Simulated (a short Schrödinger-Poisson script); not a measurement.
System: MOS inversion layer, HfO2 on p-type Si(100), at 300 K.

From the gate side: 6.6 nm HfO2; 440 nm Si, acceptors 9.5e17 cm⁻³.

The device is made up for the run: typed textbook-type constants, with dimensions and the other settings drawn at random. HfO2: permittivity 22, conduction-band edge (eV) 1.55, gap (eV) 5.7, electron mass (mₑ) 0.2. Si: permittivity 11.7, conduction-band edge (eV) 0, gap (eV) 1.124, Nv at 300 K (cm⁻³) 3.1e19.

Channel valleys (confinement mass, in-plane density-of-states mass, number): Δ2 0.916, 0.19, 2; Δ4 0.19, 0.417, 4. At the gate the conduction-band edge of layer 1 lies 1.68 eV − eVg above the Fermi level of the channel; the field vanishes at the back. Gaps are held at their typed values at every temperature. Mesh 0.03 nm at interfaces.

From a short Schrödinger-Poisson script (our own, NumPy): 1D Poisson equation in equilibrium, electrons quantum, Hartree (BenDaniel-Duke, 12 states a valley, the channel's in-plane mass for all, wave functions ending at the dielectric), parabolic valleys, classical holes, full ionisation, no traps, pinning or gate leakage.

```csv
Vg (V),electrons (cm⁻²),C (μF/cm²),Δ2 E0 (meV from the Fermi level),Δ4 E0 (meV from the Fermi level)
0.2,1.06e9,0.274,220.4,294.0
0.25,5.61e9,0.290,177.1,252.0
0.3,2.85e10,0.385,134.7,211.0
0.35,1.22e11,0.700,96.6,174.4
0.4,3.63e11,1.16,67.5,147.2
0.45,7.52e11,1.51,47.5,129.2
0.5,1.24e12,1.71,33.1,117.1
0.55,1.78e12,1.84,22.0,108.4
0.6,2.36e12,1.93,13.0,101.8
0.65,2.96e12,1.99,5.2,96.4
0.7,3.58e12,2.03,-1.6,91.9
0.75,4.22e12,2.07,-7.8,88.0
0.8,4.87e12,2.10,-13.5,84.5
0.85,5.52e12,2.12,-18.9,81.5
0.9,6.18e12,2.14,-24.0,78.6
0.95,6.85e12,2.16,-28.8,76.0
1,7.53e12,2.18,-33.4,73.6
```

Gate voltages with under 1e9 electrons/cm² are left out.

**Question.** At Vg = 1 V the lowest Δ2 subband lies at -33.4 meV from the Fermi level. How many electrons does it hold, and what share of all?

**Answer.** The two-dimensional density of states is g m/(πħ²) = 1.59e11 cm⁻² meV⁻¹ (both spins), kT = 25.9 meV, so n = D kT ln(1 + exp(−E/kT)) = 6.30e12 cm⁻², 0.84 of the 7.53e12 cm⁻² in all.

**Question.** Compare the slope of the sheet density between 0.9 and 1 V with the geometric capacitance of the layers between gate and channel.

**Answer.** q Δn/ΔV = 2.16 μF/cm²; ε0/Σ(t/ε) = 2.95 μF/cm². The ratio is 0.73: the channel acts as a further capacitance in series.
